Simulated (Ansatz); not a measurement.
Base system: NaF in the rock salt structure (space group Fm-3m, No. 225; a = 4.629 Å). Axes: x, y, z lie along the cube axes.

All numbers come from plane-wave PAW DFT at the PBEsol level (Ansatz, a program for electronic structure, 420 eV), spin-orbit coupling left out.

Base values:

```
Property             Value
-------------  -----------
Band gap           6.20 eV
Gap character  direct at Γ
```

Modification: tensor shear ε_xy = +1.71 % (engineering shear γ = 0.0342); the atoms relax in the strained cell.

Q: What does the calculation give for the band gap, stress and gap character after the change?

A: The band gap falls by 0.05 eV to 6.15 eV; the stress (xx, yy, zz, yz, xz, xy; compression positive) amounts to (0.02, 0.02, -0.03, 0.00, 0.00, -0.93) GPa; the gap character remains direct at Γ.

No phonon test of stability was made. k-point labels follow each cell's own Brillouin zone.
